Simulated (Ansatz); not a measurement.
Seebeck coefficient (μV/K, mean over directions) of n-type ZrS2 (P-3m1) against carrier density, Ansatz (an electronic-structure program) with r2SCAN+D4 with spin-orbit coupling, rigid bands. Computed gap 1.25 eV; densities at which minority carriers matter at this gap, or further valleys turn the trend, are left out. Conductivity mass 0.74 mₑ (harmonic mean over directions), N_c = 8.0e19 cm⁻³ at 300 K.

```json
[
 {"electron density": "1e16 cm⁻³", "300 K": "-989", "500 K": "___"},
 {"electron density": "1e17 cm⁻³", "300 K": "-791", "500 K": "-864"},
 {"electron density": "1e18 cm⁻³", "300 K": "-593", "500 K": "-666"},
 {"electron density": "3e18 cm⁻³", "300 K": "-498", "500 K": "___"},
 {"electron density": "1e19 cm⁻³", "300 K": "-395", "500 K": "-468"},
 {"electron density": "3e19 cm⁻³", "300 K": "-303", "500 K": "-374"},
 {"electron density": "1e20 cm⁻³", "300 K": "-207", "500 K": "-274"},
 {"electron density": "3e20 cm⁻³", "300 K": "-131", "500 K": "-189"},
 {"electron density": "1e21 cm⁻³", "300 K": "-70", "500 K": "___"}
]
```

### Question
Complete the blanks.

### Answer

- 1e16 cm⁻³, 500 K: -1063
- 3e18 cm⁻³, 500 K: -571
- 1e21 cm⁻³, 500 K: -109

Rigid bands with a gap fixed in temperature, one relaxation time for all states, no polarons or phonon drag, and whether or not such doping can be reached. Geometry: cell and atoms relaxed with r2SCAN+D4.

Computed structure with no diffraction record at hand here (it may be known, metastable or hypothetical): ZrS2 (P-3m1).
